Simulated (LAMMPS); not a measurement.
Consider a melt made from Ni (fcc) with 10 % of Ni sites Al, 4000 atoms, at 2310 K and 0 GPa, brought to that temperature within a few picoseconds in molecular dynamics.

Model: classical MD, pair style eam/alloy, file NiAlH_jea.eam.alloy, run in LAMMPS.

Task: Give number structure factor against q (1/Å) as the simulation yields it.

Result: State found: liquid.
| q (1/Å) | number structure factor |
|---|---|
| 0.6800 | 0.038 |
| 0.8800 | 0.044 |
| 1.080 | 0.049 |
| 1.280 | 0.060 |
| 1.480 | 0.074 |
| 1.680 | 0.096 |
| 1.880 | 0.145 |
| 2.080 | 0.232 |
| 2.280 | 0.408 |
| 2.480 | 0.770 |
| 2.680 | 1.31 |
| 2.880 | 1.78 |
| 3.080 | 1.88 |
| 3.280 | 1.61 |
| 3.480 | 1.22 |
| 3.680 | 0.928 |
| 3.880 | 0.771 |
| 4.080 | 0.702 |
| 4.280 | 0.692 |
| 4.480 | 0.733 |
| 4.680 | 0.812 |
| 4.880 | 0.915 |
| 5.080 | 1.02 |
| 5.280 | 1.11 |
| 5.480 | 1.16 |
| 5.680 | 1.17 |
| 5.880 | 1.14 |
| 6.080 | 1.09 |
| 6.280 | 1.03 |
| 6.480 | 0.974 |
| 6.680 | 0.932 |
| 6.880 | 0.911 |
| 7.080 | 0.911 |
| 7.280 | 0.928 |
| 7.480 | 0.958 |
| 7.680 | 0.991 |
| 7.880 | 1.02 |
| 8.080 | 1.04 |
| 8.280 | 1.05 |
| 8.480 | 1.05 |
| 8.680 | 1.03 |
| 8.880 | 1.02 |
| 9.080 | 1.00 |
| 9.280 | 0.991 |
| 9.480 | 0.981 |
| 9.680 | 0.974 |
| 9.880 | 0.974 |
| 10.08 | 0.980 |
| 10.28 | 0.990 |
| 10.48 | 0.999 |
| 10.68 | 1.01 |
| 10.88 | 1.01 |
| 11.08 | 1.01 |
| 11.28 | 1.01 |
| 11.48 | 1.01 |
| 11.68 | 1.01 |
| 11.88 | 1.00 |

Caution: a run this short can hold a crystal over, or a liquid under, the potential's melting point.
